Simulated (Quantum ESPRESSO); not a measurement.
## Converging the SCF threshold: Rh (Fm-3m, 1 atom in the cell)

```yaml
crystal:
  lattice:
    - [0.00000, 1.90950, 1.90950]
    - [1.90950, 0.00000, 1.90950]
    - [1.90950, 1.90950, 0.00000]
  atoms:
    - { symbol: Rh, position: [0.00000, 0.00000, 0.00000] }
```

Computed with PBE, PSlibrary ultrasoft (PBE) pseudopotentials (plane waves; Quantum ESPRESSO).

Base settings: ecutwfc = 60 Ry; ecutrho = 420 Ry; occupations = smearing; smearing = fermi-dirac; degauss = 0.0073499 Ry; potentials = {Rh: Rh.pbe-spn-rrkjus_psl.1.0.0.UPF}; K_POINTS = automatic 15 15 15 0 0 0; conv_thr = 1e-10 Ry.

The mesh stays at the base's, so the ladder's end is converged at best in this setting alone.

Only quantities that move along the ladder and can be compared are tabulated.

The count of work is k-points × plane waves × bands × iterations; it is no time. 

The starting cell has typed, rounded lattice constants, without a prior relaxation at this level. Its lattice was rescaled by up to half a per cent. Spin polarisation is off.

Steps (conv_thr): 0.0073 Ry; 0.00073 Ry; 7.3e-05 Ry; 7.3e-06 Ry; 7.3e-07 Ry; 7.3e-08 Ry; 7.3e-09 Ry; 7.3e-10 Ry; 1e-10 Ry; 7.3e-12 Ry; 7.3e-14 Ry.

Problem. What is the coarsest conv_thr that holds the free energy within 0.5 meV/atom of the last step, with all finer ones?

Solution. 0.00073 Ry, at 0.33 of the last step's count of work; the step before is off by 21 meV/atom.

| conv_thr | free energy less the last step's (meV/atom) | count of work / last |
|---|---|---|
| 0.0073 Ry | 21.00 | 0.11 |
| 0.00073 Ry | 0.13 | 0.33 |
| 7.3e-05 Ry | 0.13 | 0.33 |
| 7.3e-06 Ry | 0.00 | 0.44 |
| 7.3e-07 Ry | 0.00 | 0.44 |
| 7.3e-08 Ry | 0.00 | 0.56 |
| 7.3e-09 Ry | 0.00 | 0.67 |
| 7.3e-10 Ry | 0.00 | 0.67 |
| 1e-10 Ry | 0.00 | 0.67 |
| 7.3e-12 Ry | 0.00 | 0.78 |
| 7.3e-14 Ry | 0.00 | 1.0 |
